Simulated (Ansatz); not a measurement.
Reference: YGe (Cmcm), PBEsol, DFPT electron-phonon coupling, linearised Boltzmann equation (plane waves, PAW, scalar-relativistic; Ansatz, an electronic-structure program); geometry: relaxed with this functional, without spin-orbit coupling.

```
CELL_PARAMETERS angstrom
      2.12159    -5.31024     0.00000
      2.12159     5.31024     0.00000
      0.00000     0.00000     3.90827
ATOMIC_POSITIONS crystal
  Y  0.13865 0.86135 0.25000
  Y  0.86135 0.13865 0.75000
  Ge 0.41574 0.58426 0.25000
  Ge 0.58426 0.41574 0.75000
```

The resistivity at 300 K comes out as 45 μΩ·cm and the mean free path at 300 K comes out as 8.0 nm. The electron-phonon coupling λ comes out as 0.27 and the logarithmic mean phonon energy comes out as 16.7 meV.

### Question
Swap Ge for Si, keeping the structure type. How do these values move?

### Answer
YSi (Cmcm): volume per atom 22.0 to 21.1 Å³; resistivity at 300 K falls (45 μΩ·cm to 38 μΩ·cm); mean free path at 300 K stays about the same (8.0 nm to 8.3 nm); electron-phonon coupling λ stays about the same (0.27 to 0.24); logarithmic mean phonon energy rises (16.7 meV to 22 meV).

### Question
Replace Y by Sc on the same sites and relax. What happens?

### Answer
ScGe (Cmcm): volume per atom 22.0 to 18.6 Å³; resistivity at 300 K falls (45 μΩ·cm to 32 μΩ·cm); mean free path at 300 K stays about the same (8.0 nm to 8.7 nm); electron-phonon coupling λ stays about the same (0.27 to 0.24); logarithmic mean phonon energy rises (16.7 meV to 20 meV).

Moves up to 12 % count as about the same. Metals; harmonic phonons alone scatter; means over directions. The mean free path is weighted by the current that each state carries. Halving the electron mesh moves these values by up to 8 %; q meshes are mostly untested. Spin-orbit coupling is left out.

Computed structure with no diffraction record at hand here (it may be known, metastable or hypothetical): YGe (Cmcm).
